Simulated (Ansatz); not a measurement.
**Response to strain in Nb**

Start from Nb in the bcc (W type) structure (space group Im-3m, No. 229; a = 3.248 Å; relaxed with 0.1 eV smearing).

Strains are applied to the cell and any free atomic positions relax.

Level of theory: LDA (Ansatz, a first-principles code), without spin-orbit coupling.

```json
[
 {"isotropic strain (%)": "-3", "pressure (GPa)": "20.5"},
 {"isotropic strain (%)": "-2", "pressure (GPa)": "12.9"},
 {"isotropic strain (%)": "-1.5", "pressure (GPa)": "?"},
 {"isotropic strain (%)": "-1", "pressure (GPa)": "6.0"},
 {"isotropic strain (%)": "-0.5", "pressure (GPa)": "2.9"},
 {"isotropic strain (%)": "0", "pressure (GPa)": "0.0"},
 {"isotropic strain (%)": "0.5", "pressure (GPa)": "-2.8"},
 {"isotropic strain (%)": "2", "pressure (GPa)": "-10.1"},
 {"isotropic strain (%)": "2.5", "pressure (GPa)": "-12.2"}
]
```

### Question
Fit P = P₀ − Bδ + Cδ² with δ = (1 + ε)³ − 1 to the rows shown and predict the withheld row.

### Answer
Least squares on the printed values gives P₀ = -0.1 GPa, B = 193 GPa, C = 473 GPa (largest residual 0.1 GPa); this predicts 9.4 GPa, and the run gives 9.3 GPa, in agreement.

Whether these cells are dynamically stable was not tested. The final runs are not spin-polarised.
